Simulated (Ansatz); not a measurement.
The reference is CuAu (space group P4/mmm, No. 123; a = 2.8694 Å, c = 3.6452 Å; relaxed with 0.1 eV smearing).

The values are results of PBE/PAW in Ansatz (a program for electronic structure), spin-orbit coupling left out, not measurements.

For the base:

The pressure is 0.0 GPa. The band gap comes out as zero.

One thing is altered: the cell is scaled by 0.9950 in all directions; the atoms relax in the strained cell.

Question: How does this affect the energy relative to the base, pressure and band gap?

Answer: The energy rises by 1.5 meV/atom; the pressure (mean of the normal stresses, compression positive) goes from zero to 2.2 GPa; the band gap is still zero.

Whether these cells are dynamically stable was not tested. The final runs are not spin-polarised.
